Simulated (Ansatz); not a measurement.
Base system: Cu in the fcc (Cu type) structure (space group Fm-3m, No. 225).

```
Cu
1.0
    0.00000     1.78189     1.78189
    1.78189     0.00000     1.78189
    1.78189     1.78189     0.00000
Cu
1
Direct
  0.00000   0.00000   0.00000
```

Computed with PBEsol in Ansatz (plane waves to 420 eV, PAW, scalar-relativistic without spin-orbit coupling).

Before the change:

The volume per atom comes out as 11.32 Å³.

Now apply this change: a hydrostatic pressure of 50 GPa.

What does the calculation give for the volume per atom after the change?

The volume per atom falls by 1.93 Å³ to 9.39 Å³.

Load acts through the strain it causes; cell and atoms are relaxed under it. No phonon test of stability was made. No other phases were tried under pressure. All final runs are without spin polarisation.

Ansatz is an electronic-structure program.
